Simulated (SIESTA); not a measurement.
## Short convergence ladders for Ir (Fm-3m, 1 atom in the cell)

```
Ir
1.0
    0.00000     1.91040     1.91040
    1.91040     0.00000     1.91040
    1.91040     1.91040     0.00000
Ir
1
Direct
  0.00000   0.00000   0.00000
```

Base method: GGA PBE, numerical atomic orbitals DZP, PseudoDojo PBE standard norm-conserving potentials (rewritten from UPF to PSML) (SIESTA 5.4.2).

Base settings: XC.functional = GGA; XC.authors = PBE; potentials = PseudoDojo PBE standard; PAO.BasisSize = DZP; PAO.EnergyShift = 0.005 Ry; MeshCutoff = 400 Ry; kgrid.MonkhorstPack = 7 7 7; OccupationFunction = MP; OccupationMPOrder = 0; ElectronicTemperature = 0.1 eV.

Core times come from one kind of shared machine, to one figure; runs under 30 s give none.

**Shifted k-point meshes**

Only quantities that move along the ladder and can be compared are tabulated.

```tsv
kgrid.MonkhorstPack	free energy less the last step's (meV/atom)	pressure (GPa)	core time / last (rough)
3 3 3 shifted by 0.5 0.5 0.5	130.05	17.50	–
5 5 5 shifted by 0.5 0.5 0.5	19.90	16.39	–
7 7 7 shifted by 0.5 0.5 0.5	11.92	16.38	–
9 9 9 shifted by 0.5 0.5 0.5	0.83	16.17	–
11 11 11 shifted by 0.5 0.5 0.5	2.94	16.18	0.1
14 14 14 shifted by 0.5 0.5 0.5	0.32	16.09	0.2
17 17 17 shifted by 0.5 0.5 0.5	-0.11	16.10	0.1
29 29 29 shifted by 0.5 0.5 0.5	0.00	16.11	1
```

Coarsest kgrid.MonkhorstPack that holds the free energy within 5 meV/atom of the last step, with all finer ones: 9 9 9 shifted by 0.5 0.5 0.5; the step before is off by 12 meV/atom.

Coarsest kgrid.MonkhorstPack that holds the pressure within 0.1 GPa of the last step, with all finer ones: 9 9 9 shifted by 0.5 0.5 0.5; the step before is off by 0.27 GPa.

Two neighbours can agree and both be off: 5 5 5 shifted by 0.5 0.5 0.5 and 7 7 7 shifted by 0.5 0.5 0.5 differ by 0.01 GPa in the pressure, yet lie about 0.27 GPa from the last step.

**The k-point mesh at a smearing width of 0.3 eV**

In this ladder: ElectronicTemperature = 0.3 eV.

Only quantities that move along the ladder and can be compared are tabulated.

```tsv
kgrid.MonkhorstPack	free energy less the last step's (meV/atom)	pressure (GPa)	core time / last (rough)
5 5 5	234.01	21.22	–
6 6 6	62.70	17.68	–
8 8 8	63.20	18.17	–
9 9 9	-15.29	15.86	–
11 11 11	17.97	17.03	0.1
13 13 13	3.55	16.72	–
16 16 16	3.79	16.71	0.3
24 24 24	0.16	16.50	0.5
29 29 29	0.00	16.47	1
```

Coarsest kgrid.MonkhorstPack that holds the free energy within 1 meV/atom of the last step, with all finer ones: 24 24 24; the step before is off by 3.8 meV/atom.

Coarsest kgrid.MonkhorstPack that holds the pressure within 0.1 GPa of the last step, with all finer ones: 24 24 24; the step before is off by 0.24 GPa.

Two neighbours can agree and both be off: 6 6 6 and 8 8 8 differ by 0.50 meV/atom in the free energy, yet lie about 63 meV/atom from the last step.

**The width of Methfessel-Paxton smearing**

In this ladder: kgrid.MonkhorstPack = 12 12 12; OccupationMPOrder = 1.

Narrow widths need finer meshes than wide ones, so the last steps can hold mesh noise.

Only quantities that move along the ladder and can be compared are tabulated; pressure and forces are left out, as mesh noise rules them at narrow widths.

| ElectronicTemperature | free energy less the last step's (meV/atom) |
|---|---|
| 1 eV | 23.37 |
| 0.5 eV | 10.35 |
| 0.3 eV | 2.21 |
| 0.2 eV | 0.69 |
| 0.1 eV | -0.06 |
| 0.05 eV | 0.00 |

Widest ElectronicTemperature that holds the free energy within 5 meV/atom of the last step, with all finer ones: 0.3 eV; the step before is off by 10 meV/atom.

On the base run: the starting cell has typed, rounded lattice constants, without a prior relaxation at this level. Its lattice was rescaled by up to half a per cent. Spin polarisation is off. Values carry the incompleteness of an atom-centred basis. In the base run, with a pressure of about 15 GPa the cell is away from its equilibrium volume at this level. Without a gap this mesh is coarse (it stands for a supercell whose shortest vector is 19 Å).

Left out of this page: 2 runs of the series outside the window shown, repeating another row's setting, or not comparable.
